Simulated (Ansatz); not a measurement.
# Hypothetical simple cubic Ru: response to strain

Consider Ru in the simple cubic structure (space group Pm-3m, No. 221; a = 2.5122 Å; a hypothetical phase, not in the database extracts checked; relaxed with 0.1 eV smearing). Axes: x, y, z lie along the cube axes.

Strains are applied to the cell and any free atomic positions relax; under biaxial strain the out-of-plane vector relaxes too; under stress the whole cell relaxes.

Method: PBE/PAW in Ansatz (a quantum-chemistry and plane-wave program), spin-orbit coupling left out.

Notes on the quantities. energy relative to the base: free energy F.

```csv
variant,energy relative to the base,volume per atom
base,0 meV/atom,15.86 Å³
"biaxial strain −0.96 %, plane normal [110], relaxed out of plane",+1.4 meV/atom,15.79 Å³
"biaxial strain +4.65 %, plane normal [110], relaxed out of plane",+26 meV/atom,16.19 Å³
"biaxial strain +4.29 %, plane normal [111], relaxed out of plane",+13 meV/atom,15.95 Å³
isotropic strain +2.83 %,+70 meV/atom,17.24 Å³
"uniaxial stress, 0.5 GPa compression along z",+0.1 meV/atom,15.84 Å³
"uniaxial stress, 2 GPa compression along z",+1.0 meV/atom,15.81 Å³
```

Beyond what the load breaks, stability against distortions was not tested. All final runs are without spin polarisation. Ru has a high density of states at the Fermi level and may be magnetic at this level.
